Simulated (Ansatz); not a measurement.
## A computed series for Mo: response to strain

Base system: Mo in the bcc (W type) structure (space group Im-3m, No. 229; a = 3.112 Å; relaxed with 0.1 eV smearing).

Strains are applied to the cell and any free atomic positions relax.

Calculations: Ansatz (a program for electronic structure) LDA, no spin-orbit coupling.

Notes on the quantities. energy relative to the base: free energy F.

| variant | pressure | energy relative to the base | shortest interatomic distance |
|---|---|---|---|
| base | 0.0 GPa | 0 meV/atom | 2.695 Å |
| isotropic strain −3.00 % | 32.2 GPa | +122 meV/atom | 2.614 Å |
| isotropic strain −2.50 % | 25.9 GPa | +84 meV/atom | 2.627 Å |
| isotropic strain −1.50 % | 14.5 GPa | +29 meV/atom | 2.654 Å |
| isotropic strain −1.00 % | 9.4 GPa | +13 meV/atom | 2.668 Å |
| isotropic strain +0.50 % | -4.2 GPa | +3.0 meV/atom | 2.708 Å |
| isotropic strain +1.50 % | ___ | ___ | 2.735 Å |
| isotropic strain +2.00 % | ___ | +46 meV/atom | 2.749 Å |
| isotropic strain +2.50 % | -18.5 GPa | ___ | 2.762 Å |
| isotropic strain +3.00 % | -21.5 GPa | +101 meV/atom | 2.775 Å |

Fill in the withheld entries from the trend.


- isotropic strain +1.50 %, pressure: -11.9 GPa
- isotropic strain +1.50 %, energy relative to the base: +27 meV/atom
- isotropic strain +2.00 %, pressure: -15.3 GPa
- isotropic strain +2.50 %, energy relative to the base: +71 meV/atom

No phonon test of stability was made. All final runs are without spin polarisation.
